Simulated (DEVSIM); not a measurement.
Device: Schottky contact on n-type Ge, at 300 K.

```tsv
layer (left to right)	material	thickness (μm)	Nd (cm⁻³)	τn (s)	τp (s)
1	Ge	4.50	1.2e17	0.00011	0.00011
```

Left contact: Schottky, work function 4.5 eV, emission velocity 9.7e6 cm/s. Right contact: ohmic. Voltage is applied to the left contact. Recombination: SRH at mid-gap. Mobility is μmin + (μ − μmin)/(1 + (N/Nref)^α).

The device is made up for the run: typed textbook-type constants, with dimensions and the other settings drawn at random. Values at 300 K; Nc and Nv go as T^1.5, mobilities as T to minus their exponent, the gap by Varshni's rule with the affinity fixed.

```tsv
parameter	Ge
gap (eV)	0.664
affinity (eV)	4
permittivity	16
Nc (cm⁻³)	1.04e19
Nv (cm⁻³)	6e18
μn (cm²/Vs)	3900
μp (cm²/Vs)	1900
μn,min	150
μp,min	100
Nref,n	2.6e17
Nref,p	4e17
αn	0.56
αp	0.6
T exponent of μn	1.66
T exponent of μp	2.33
Varshni α (eV/K)	0.000477
Varshni β (K)	235
```

Model (solved in DEVSIM): 1D drift-diffusion, Boltzmann statistics, complete ionisation; no tunnelling, impact ionisation, image-force lowering or self-heating. Metal contacts follow the ideal Schottky-Mott rule: no Fermi-level pinning, no interface dipoles.

The temperature was swept, all else fixed.

```json
[
 {"temperature (K)": "250", "potential step across the device at zero bias (V)": "0.410", "largest field in the device at zero bias (V/cm)": "100000"},
 {"temperature (K)": "300", "potential step across the device at zero bias (V)": "0.385", "largest field in the device at zero bias (V/cm)": "98000"},
 {"temperature (K)": "350", "potential step across the device at zero bias (V)": "0.358", "largest field in the device at zero bias (V/cm)": "96000"},
 {"temperature (K)": "400", "potential step across the device at zero bias (V)": "0.331", "largest field in the device at zero bias (V/cm)": "98000"},
 {"temperature (K)": "450", "potential step across the device at zero bias (V)": "0.303", "largest field in the device at zero bias (V/cm)": "110000"},
 {"temperature (K)": "500", "potential step across the device at zero bias (V)": "0.276", "largest field in the device at zero bias (V/cm)": "(withheld)"}
]
```

Fill in the missing entries.


- 500, largest field in the device at zero bias (V/cm): 150000
